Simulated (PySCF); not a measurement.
PySCF 2.14.0, PBE/def2-svp, df: W(O)(NH)(F)(OSiH3) ([NH]=[W](=[O])([F])[O][SiH3]), 10 atoms. The geometry is a generated start, not checked to be a minimum at this level.

```
Quantity                                            Result
-------------------------  -------------------------------
task                                                energy
method                                                 pbe
basis                                             def2-svp
two-electron scheme                        density fitting
mol.max_memory                                     3000 MB
mf.max_cycle                                           100
mf.conv_tol                                1e-09 (default)
mf.grids.level                                 3 (default)
effective core potentials  those of the basis set, past Kr
basis functions                                        126
grid points                                         139048
```

```xyz
10

W     -0.6389    -0.2299     1.2855
O      0.6942    -0.3994     2.3081
N     -1.4765    -1.7795     0.9245
H     -1.8119    -2.7425     0.8585
F     -1.7895     1.0862     1.9722
O     -0.0264     0.5698    -0.3216
Si     1.0509     0.8174    -1.5162
H      0.5444     0.1367    -2.7180
H      2.3444     0.2721    -1.0570
H      1.1093     2.2691    -1.7359
```

Charge 0 and multiplicity 1 are set for this test and not shown to be the ground state.

With the defaults (mf.DIIS = CDIIS, mf.diis_space = 8, mf.diis = true, mf.level_shift = 0, mf.diis_damp = 0, mf.init_guess = minao) it converges in 16 Fock builds. One run each on 2 threads, 1 BLAS thread, with these changes:
- mf.DIIS = EDIIS
- mf.diis = false
- mf.level_shift = 0.1 Hartree
- mf.DIIS = ADIIS
- mf.diis_damp = 0.3
- mf.diis_space = 3
- mf.init_guess = huckel
- mf.level_shift = 0.3 Hartree
- mf.diis_space = 20

Which runs fail or end elsewhere than the default run?

No convergence: mf.DIIS = EDIIS; mf.diis_space = 3; mf.diis = false (the run ends without SCF convergence in 100 cycles). The rest reach the solution of the defaults.

| setting | Fock builds | end |
|---|---|---|
| mf.diis_damp = 0.3 | 14 | same solution |
| the defaults | 16 | same solution |
| mf.level_shift = 0.1 Hartree | 16 | same solution |
| mf.diis_space = 20 | 16 | same solution |
| mf.level_shift = 0.3 Hartree | 19 | same solution |
| mf.init_guess = huckel | 19 | same solution |
| mf.DIIS = ADIIS | 38 | same solution |
| mf.DIIS = EDIIS | 101 | no convergence |
| mf.diis_space = 3 | 101 | no convergence |
| mf.diis = false | 101 | no convergence |
